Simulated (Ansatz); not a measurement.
The parent structure is Ba$_{2}$TaBiO$_{6}$ (space group C2/m, No. 12; a cell from a computed database, its experimental status unchecked).

```
CELL_PARAMETERS angstrom
      5.19364    -3.00428     0.00000
      5.19364     3.00428     0.00000
     -3.50846     0.00000     4.97295
ATOMIC_POSITIONS crystal
  Ba 0.24856 0.24856 0.24183
  Ba 0.75144 0.75144 0.75817
  Ta 0.50000 0.50000 0.00000
  Bi 0.00000 0.00000 0.50000
  O  0.69289 0.22681 0.18684
  O  0.30711 0.77319 0.81316
  O  0.77319 0.30711 0.81316
  O  0.22681 0.69289 0.18684
  O  0.27154 0.27154 0.69912
  O  0.72846 0.72846 0.30088
```

All numbers come from PBEsol (Ansatz, a quantum-chemistry and plane-wave program; PAW; 420 eV plane waves; no SOC).

For the base:

Volume per atom: 15.52 Å³
Band gap: 2.37 eV
Gap character: indirect, V₂ → M₂

Perturbation: cell and atoms relaxed at a pressure of 0.3 GPa.

Predict the new volume per atom, band gap and gap character.

The volume per atom falls by 0.035 Å³, from 15.52 Å³ to 15.48 Å³; the band gap stays essentially unchanged (2.37 eV against 2.36 eV); the gap character remains indirect, V₂ → M₂.

With Bi and Ta present, leaving out spin-orbit coupling can change the band edges. Load acts through the strain it causes; cell and atoms are relaxed under it. Stability against distortions was not tested.
